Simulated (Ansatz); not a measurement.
# Rb, response to strain

Start from Rb in the bcc (W type) structure (space group Im-3m, No. 229; a = 5.5713 Å; relaxed with 0.1 eV smearing).

Strains are applied to the cell and any free atomic positions relax.

Calculations: PBEsol in Ansatz (plane waves to 420 eV, PAW, no spin-orbit coupling).

Candidates:
(a) isotropic strain +2.50 %
(b) isotropic strain +3.00 %
(c) isotropic strain +1.00 %
(d) isotropic strain −2.00 %
(e) isotropic strain −2.50 %

Notes on the quantities. energy relative to the base: free energy F.

### Question
Order them by energy relative to the base, highest first.

### Answer
(b) isotropic strain +3.00 % (+5.8 meV/atom), (e) isotropic strain −2.50 % (+4.7 meV/atom), (a) isotropic strain +2.50 % (+4.1 meV/atom), (d) isotropic strain −2.00 % (+3.0 meV/atom), (c) isotropic strain +1.00 % (+0.7 meV/atom)

Stability against distortions was not tested. All final runs are without spin polarisation.

Ansatz is a quantum-chemistry and plane-wave program.
